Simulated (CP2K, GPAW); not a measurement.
A GPAW input for a self-consistent single point of YSF (P4/nmm, 6 atoms in the cell) (DFT PBEsol, plane waves, GPAW PAW datasets PBEsol (made by gpaw-setup)):

```python
from ase import Atoms
from ase.units import GPa
from gpaw import GPAW, PW, FermiDirac

atoms = Atoms(['Y', 'Y', 'S', 'S', 'F', 'F'],
              cell=[[3.764689, 0.000000, 0.000000],
                    [0.000000, 3.764689, 0.000000],
                    [0.000000, 0.000000, 6.811651]],
              positions=[[0.000000, 1.882345, 1.547811],
                         [1.882345, 0.000000, 5.263840],
                         [0.000000, 1.882345, 4.397398],
                         [1.882345, 0.000000, 2.414253],
                         [0.000000, 0.000000, 0.000000],
                         [1.882345, 1.882345, 0.000000]],
              pbc=True)

calc = GPAW(mode=PW(950),
            xc='PBEsol',
            kpts={'size': (6, 6, 4), 'gamma': True},
            occupations=FermiDirac(0.0),
            nbands=-6,
            convergence={'density': 1e-05, 'energy': 1e-05, 'bands': -4},
            symmetry={'symmorphic': False, 'tolerance': 0.0005},
            maxiter=150)

atoms.calc = calc

energy = atoms.get_potential_energy()
print('Energy (eV):', round(energy, 6))
forces = atoms.get_forces()
print('Forces (eV/Ang):')
print(forces.round(5))
stress = atoms.get_stress()
print('Stress (GPa, Voigt):', (stress / GPa).round(4))
```

### Question
Write the same calculation as an input for CP2K.

### Answer
One input that does it (others would too):

```
&GLOBAL
  PROJECT scf
  RUN_TYPE ENERGY_FORCE
  PRINT_LEVEL MEDIUM
&END GLOBAL
&FORCE_EVAL
  METHOD Quickstep
  STRESS_TENSOR ANALYTICAL
  &DFT
    BASIS_SET_FILE_NAME BASIS_MOLOPT
    POTENTIAL_FILE_NAME GTH_POTENTIALS
    &QS
      METHOD GPW
      EPS_DEFAULT 1E-10
    &END QS
    &MGRID
      CUTOFF 550
      REL_CUTOFF 50
      NGRIDS 5
    &END MGRID
    &SCF
      SCF_GUESS ATOMIC
      EPS_SCF 1E-6
      MAX_SCF 100
      ADDED_MOS 9
      &DIAGONALIZATION
        ALGORITHM STANDARD
      &END DIAGONALIZATION
      &MIXING
        METHOD BROYDEN_MIXING
        ALPHA 0.3
        NBUFFER 10
      &END MIXING
    &END SCF
    &KPOINTS
      SCHEME MONKHORST-PACK 6 6 4
      GAMMA_CENTERED T
    &END KPOINTS
    &XC
      &XC_FUNCTIONAL
        &PBE
          PARAMETRIZATION PBESOL
        &END PBE
      &END XC_FUNCTIONAL
    &END XC
    &PRINT
      &MO
        EIGENVALUES T
        OCCUPATION_NUMBERS T
        NDIGITS 8
        FILENAME mo
        &EACH
          QS_SCF 0
        &END EACH
        ADD_LAST NUMERIC
      &END MO
      &MULLIKEN ON
      &END MULLIKEN
    &END PRINT
  &END DFT
  &SUBSYS
    &CELL
      A 3.76468900 0.00000000 0.00000000
      B 0.00000000 3.76468900 0.00000000
      C 0.00000000 0.00000000 6.81165100
      PERIODIC XYZ
    &END CELL
    &COORD
      SCALED
      Y        0.00000000     0.50000000     0.22723000
      Y        0.50000000     0.00000000     0.77277000
      S        0.00000000     0.50000000     0.64557000
      S        0.50000000     0.00000000     0.35443000
      F        0.00000000     0.00000000     0.00000000
      F        0.50000000     0.50000000     0.00000000
    &END COORD
    &KIND Y
      BASIS_SET DZVP-MOLOPT-SR-GTH-q11
      POTENTIAL GTH-PBE-q11
    &END KIND
    &KIND S
      BASIS_SET DZVP-MOLOPT-SR-GTH-q6
      POTENTIAL GTH-PBE-q6
    &END KIND
    &KIND F
      BASIS_SET DZVP-MOLOPT-SR-GTH-q7
      POTENTIAL GTH-PBE-q7
    &END KIND
  &END SUBSYS
  &PRINT
    &FORCES ON
    &END FORCES
    &STRESS_TENSOR ON
    &END STRESS_TENSOR
  &END PRINT
&END FORCE_EVAL
```

Basis, cutoffs, solver keys and any potentials are the target program's own. This input uses DFT PBEsol, GPW, DZVP-MOLOPT-SR-GTH basis, GTH-PBE potentials (GTH_POTENTIALS).

The starting cell comes from a database of computed structures (which also holds hypothetical and non-ambient phases and stackings), without a prior relaxation at this level. Its lattice was rescaled by a random factor within 2.5 % of one.
